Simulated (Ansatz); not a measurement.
# A computed series for Ti: pressure series

Consider Ti in the hcp (Mg type) structure (space group P6_3/mmc, No. 194; a = 2.864 Å, c = 4.534 Å).

Cell and atoms are relaxed at each pressure.

Method: LDA in Ansatz (plane waves to 420 eV, PAW, without spin-orbit coupling).

| change | density | c/a ratio |
|---|---|---|
| base | 4.93 g/cm³ | 1.583 |
| pressure −2 GPa | … | 1.582 |
| pressure −1 GPa | 4.90 g/cm³ | 1.582 |
| pressure 0.9 GPa | 4.97 g/cm³ | 1.583 |
| pressure 2.1 GPa | 5.01 g/cm³ | 1.584 |
| pressure 4.5 GPa | 5.10 g/cm³ | 1.585 |
| pressure 9 GPa | 5.26 g/cm³ | 1.587 |
| pressure 15 GPa | 5.45 g/cm³ | 1.591 |
| pressure 22.5 GPa | 5.68 g/cm³ | 1.597 |
| pressure 30 GPa | 5.89 g/cm³ | 1.604 |

Task: Fill in the withheld entries from the trend.

Result: 
- pressure −2 GPa, density: 4.86 g/cm³

Load acts through the strain it causes; cell and atoms are relaxed under it. No phonon test of stability was made. Competing high-pressure phases were not computed. The final runs are not spin-polarised.

Ansatz is a first-principles code.
